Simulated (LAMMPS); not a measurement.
System: a free-standing liquid film of Cu3Au, 2352 atoms, at 1380 K.

Model: classical MD, pair style eam, the elements' _u3.eam files (universal-3 set of Foiles, Baskes and Daw), run in LAMMPS.

### Question
Predict the number density in the middle, the excess potential energy of the surface, the surface tension.

### Answer
number density in the middle: 0.0679 Å⁻³; excess potential energy of the surface: 0.96 J/m²; surface tension: 0.72 ± 0.02 N/m.
